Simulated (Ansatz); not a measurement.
Start from TiTe₂ in the CdI2 type structure (space group P-3m1, No. 164; a = 3.784 Å, c = 6.602 Å; layered, stacked along the Cartesian z axis). Axes: x lies along a and z along c of the hexagonal cell.

Calculations: DFT with r2SCAN+rVV10, PAW potentials and a 500 eV plane-wave cutoff in Ansatz (an electronic-structure program), no SOC.

Before the change:

```
Quantity                         Result
-----------------------------  --------
Pressure                        0.0 GPa
Shortest interatomic distance  276.5 pm
```

Now apply this change: uniaxial strain ε_zz = +2.56 %, all other strain components held at zero, atoms relaxed at fixed cell.

Problem. How does this affect the pressure?

Solution. The pressure (mean of the normal stresses, compression positive) goes from zero to -0.5 GPa.

Problem. What does the calculation give for the energy relative to the base after the change?

Solution. The energy grows by 1.7 meV/atom.

Problem. What does the calculation give for the largest internal atomic displacement after the change?

Solution. The largest internal atomic displacement comes out as 0.036 Å.

Problem. What does the calculation give for the shortest interatomic distance after the change?

Solution. The shortest interatomic distance grows by 0.5 pm to 277.0 pm.

Without a gap, meshes like the base's 14×14×7 leave anisotropic stresses uncertain by several tenths of a GPa, and small strain energies with them. Whether these cells are dynamically stable was not tested. The final runs are not spin-polarised.
